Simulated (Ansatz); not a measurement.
SrTaNO₂ (Ama2, No. 40, 20 atoms in the cell; start mp-2583419), treated with HSE06 (Ansatz, a program for electronic structure, PAW).

Settings: plane-wave cutoff 460 eV, 4×4×4 k mesh, Fermi–Dirac smearing 0.01 eV, scalar-relativistic PAW data made under PBE.

Cell (relaxed with PBEsol):

```
SrTaNO2
1.0
    8.00143     0.00000     0.00000
    0.00000     4.06715     3.96692
    0.00000    -4.06715     3.96692
Sr Ta N O
4 4 4 8
Direct
  0.75000   0.99152   0.99820
  0.25000   0.99820   0.99152
  0.75000   0.48624   0.49376
  0.25000   0.49376   0.48624
  0.99260   0.98846   0.50309
  0.00740   0.50309   0.98846
  0.50740   0.98846   0.50309
  0.49260   0.50309   0.98846
  0.25000   0.45637   0.96911
  0.75000   0.96911   0.45637
  0.00000   0.74434   0.74434
  0.50000   0.74434   0.74434
  0.25000   0.05387   0.53769
  0.75000   0.53769   0.05387
  0.54193   0.24157   0.76266
  0.45807   0.76266   0.24157
  0.95807   0.24157   0.76266
  0.04193   0.76266   0.24157
  0.00000   0.26670   0.26670
  0.50000   0.26670   0.26670
```

Q: Give the computed band gap and smallest direct gap on the k points sampled.

A: 
- band gap: 2.21 eV (on the SCF k mesh)
- smallest direct gap on the k points sampled: 2.31 eV

Note: cell and atoms aren't relaxed at this level (pressure 0.8 GPa).

Spin–orbit coupling is not included.

A start named mp-… is a Materials Project structure, which need not be a measured phase.
